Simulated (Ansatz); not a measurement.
Defect migration in fcc Al: Mo-vacancy pair (Mo on one host Al site, one Al site vacant), neutral cell. Method: PBE, PAW (plane waves to 420 eV; Ansatz, a quantum-chemistry and plane-wave program).

Cell of 32 host sites held at the relaxed PBE lattice; a 3×3×3 k-point mesh shifted by half a step; Fermi-Dirac width 0.10 eV, spin-restricted; finite-size errors left in. Energies are static. Forms of the defect that were not tried may lie lower.

Barriers: single points on a 5×5×5 k-point mesh shifted by half a step at the bands' geometries (they differ from the bands' own by up to 0.10 eV, and are uncertain by about as much).

Relaxed starting cell (atoms counted from 1):

```
Al30Mo
1.0
    8.08392     0.00000     0.00000
    0.00000     8.08392     0.00000
    0.00000     0.00000     8.08392
Mo Al
1 30
Direct
  0.00019   0.98887   0.98987
  0.00021   0.00567   0.49793
  0.00019   0.49690   0.00677
  0.00017   0.49726   0.49844
  0.50020   0.00217   0.00328
  0.50014   0.00226   0.49949
  0.50015   0.49839   0.00345
  0.50030   0.50547   0.50660
  0.00016   0.24299   0.75631
  0.00021   0.75526   0.24404
  0.00021   0.75170   0.75270
  0.50020   0.24976   0.25092
  0.50019   0.24807   0.75785
  0.50019   0.75667   0.24913
  0.50027   0.75335   0.75443
  0.23414   0.00781   0.24474
  0.24811   0.99928   0.75632
  0.24657   0.49920   0.25275
  0.24730   0.49891   0.75590
  0.76628   0.00781   0.24474
  0.75230   0.99926   0.75630
  0.75381   0.49926   0.25270
  0.75310   0.49895   0.75598
  0.23411   0.24369   0.00889
  0.24663   0.25163   0.50033
  0.24814   0.75527   0.00036
  0.24728   0.75474   0.49999
  0.76622   0.24370   0.00887
  0.75374   0.25156   0.50036
  0.75232   0.75528   0.00035
  0.75312   0.75492   0.49993
```

End state 1 differs by these moves (Å; atoms that move under 0.08 Å are left out):

```json
[
 {"atom": "1", "element": "Mo", "Δx": "0.00", "Δy": "2.22", "Δz": "2.22"}
]
```

Problem. Predict the forward and backward barriers to end state 1 from PBE, PAW.

Solution. forward 1.86 eV, backward 1.86 eV; at the saddle point atom 1 has neighbours 4 Al at 2.60, 4 Al at 2.98 Å. The saddle point's order was not checked, and it lies on a symmetry element of the cell, where a band can be held.

End state 2 differs by these moves (Å; atoms that move under 0.08 Å are left out):

```csv
atom,element,Δx,Δy,Δz
1,Mo,-0.09,0.09,0.00
10,Al,0.07,0.08,0.01
16,Al,-1.82,1.82,0.00
20,Al,-0.08,-0.07,-0.01
24,Al,0.08,-0.08,0.00
26,Al,-0.03,0.08,0.07
28,Al,-0.08,0.03,-0.07
```

Problem. Estimate the forward and backward barriers to end state 2 that PBE, PAW returns for this input.

Solution. forward 0.41 eV, backward 0.41 eV; at the saddle point atom 16 has neighbours Al at 2.59, Al at 2.61, Al at 2.65, 2 Al at 2.94, 2 Al at 3.25; Mo at 2.60 Å. The saddle point's order was not checked, and it lies on a symmetry element of the cell, where a band can be held.
